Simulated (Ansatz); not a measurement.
**Effect of isotropic strain −5.29 % on Mo**

Start from Mo in the bcc (W type) structure (space group Im-3m, No. 229; a = 3.151 Å).

One thing is altered: an isotropic linear strain of −5.29 %, atoms relaxed at fixed cell.

Calculations: DFT with r2SCAN, PAW potentials and a 500 eV plane-wave cutoff in Ansatz (a first-principles code), no spin-orbit coupling. Γ-centred 21×21×21 mesh, Fermi–Dirac width 0.05 eV.

```csv
quantity,base,changed,shift
volume per atom,15.64 Å³,13.28 Å³,-2.353 Å³
energy relative to the base (free energy F),0 meV/atom,+0.397 eV/atom,+0.397 eV/atom
band gap,zero,zero,–
```

Final structure:

```
Mo
1.0
   -1.49196     1.49196     1.49196
    1.49196    -1.49196     1.49196
    1.49196     1.49196    -1.49196
Mo
1
Cartesian
  0.00000   0.00000   0.00000
```

Stability against distortions was not tested. All final runs are without spin polarisation.
